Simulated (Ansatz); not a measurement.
Ga vacancy + Te on the P site (V_Ga+Te_P) in zinc-blende GaP (the name describes the start): one set of geometries, relaxed with PBE, evaluated in Ansatz (PAW, plane waves to 420 eV, 500 eV under r2SCAN) with PBE, r2SCAN.

Cell and caveats: 64-site cell; 2×2×2 shifted k-points; start: the Ga site; P 2.38 Å away; no spin–orbit coupling; energies good to tenths of an eV; relaxed from one start, so a lower configuration may exist; flagged in the runs: a strain field that reaches the edge of the cell.

```json
[
 {"quantity": "host gap (eV)", "PBE": "1.57", "r2SCAN": "[?]"},
 {"quantity": "neutral formation energy against alpha gallium, black phosphorus, trigonal Te (eV)", "PBE": "3.44", "r2SCAN": "[?]"},
 {"quantity": "largest moment on one atom at charge 0 (μB)", "PBE": "0.17", "r2SCAN": "[?]"}
]
```

Problem. Given the lower rungs, what does r2SCAN give?

Solution. 
- host gap (eV), r2SCAN: 1.89
- neutral formation energy against alpha gallium, black phosphorus, trigonal Te (eV), r2SCAN: 3.86
- largest moment on one atom at charge 0 (μB), r2SCAN: 0.19

Ansatz is a quantum-chemistry and plane-wave program.
